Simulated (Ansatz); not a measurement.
## Mn2Ge under a change: ↑↓↓↑↑↓↑↓ start, q = (0, 1/2, 0), 12 atoms

The reference is Mn₂Ge (space group P6_3/mmc, No. 194; a = 4.110 Å, c = 4.975 Å; ferromagnetic; a cell from a computed database, its experimental status unchecked).

One thing is altered: the moments start antiparallel in the pattern ↑↓↓↑↑↓↑↓ in a 12-atom cell (cell doubled with q = (0, 1/2, 0) in the reciprocal basis of the base), and the cell is relaxed again.

Method: PBEsol (Ansatz, a quantum-chemistry and plane-wave program, PAW, without spin-orbit coupling). Settings: 11×6×9 k-points, 0.05 eV Fermi–Dirac smearing, for the changed cell.

```csv
quantity,base,changed,shift
volume per atom,12.13 Å³,12.27 Å³,+0.146 Å³
"space group (of the atoms, moments ignored)",P6_3/mmc (No. 194),Cmc2_1 (No. 36),–
energy relative to the base (σ→0) (to 0.01 eV only: unlike meshes or grids),0.00 eV/atom,-0.01 eV/atom,-0.01 eV/atom
band gap,zero,zero,–
magnetic state,ferromagnetic,antiferromagnetic (moments cancel),–
largest site moment,2.07 μB,2.30 μB,+0.23 μB
```

Other magnetic orders, which the real material may have, were not ruled out. No phonon test of stability was made.
